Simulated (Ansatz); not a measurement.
The structure below was relaxed with DFT with r2SCAN, PAW potentials and a 500 eV plane-wave cutoff in Ansatz (a program for electronic structure), without spin-orbit coupling.

Space group P6₃mc (No. 186); a = 3.220 Å, b = 3.220 Å, c = 5.595 Å, α = 90.00°, β = 90.00°, γ = 120.00°

```csv
atom,site,symmetry,x,y,z
Ga,2b,3m.,0.3333,0.6667,0.4896
C,2b,3m.,0.3333,0.6667,0.1356
```

Write out a cell with all atoms.


```
GaC
1.0
    3.22012     0.00000     0.00000
   -1.61006     2.78871     0.00000
    0.00000     0.00000     5.59521
Ga C
2 2
Direct
  0.66667   0.33333   0.98960
  0.33333   0.66667   0.48960
  0.66667   0.33333   0.63560
  0.33333   0.66667   0.13560
```
This is the conventional cell.

Whether these cells are dynamically stable was not tested. All final runs are without spin polarisation. The cell was made from GaN by this change: N → C; the result is a hypothetical phase, not in the database extracts checked.
